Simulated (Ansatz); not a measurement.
The parent structure is TlCdBr$_{3}$ in the cubic perovskite structure (space group Pm-3m, No. 221; a hypothetical phase, not in the database extracts checked).

```
TlCdBr3
1.0
    5.46258     0.00000     0.00000
    0.00000     5.46258     0.00000
    0.00000     0.00000     5.46258
Tl Cd Br
1 1 3
Direct
  0.00000   0.00000   0.00000
  0.50000   0.50000   0.50000
  0.00000   0.50000   0.50000
  0.50000   0.50000   0.00000
  0.50000   0.00000   0.50000
```

Cartesian axes are those of the cell as printed.

Level of theory: Kohn–Sham DFT with the r2SCAN functional, run in Ansatz (a program for electronic structure) with PAW and 500 eV plane waves, no spin-orbit coupling.

It is then changed as follows: the cell is stretched by 0.71 % along y with no lateral relaxation; the atoms relax in the strained cell.

Q: Predict the stress tensor and what it implies for the stiffness.

A: Stress of the strained cell less that of the base (GPa, compression positive):
```
  -0.13    0.00    0.00
   0.00   -0.39    0.00
   0.00    0.00   -0.13
```

Then −Δσ_ii/ε with ε = 0.0071 gives relaxed-ion elastic constants: C22 ≈ 54 GPa.

No phonon test of stability was made. Many cubic perovskites are stable only at high temperature; tilts and polar distortions were not tested.
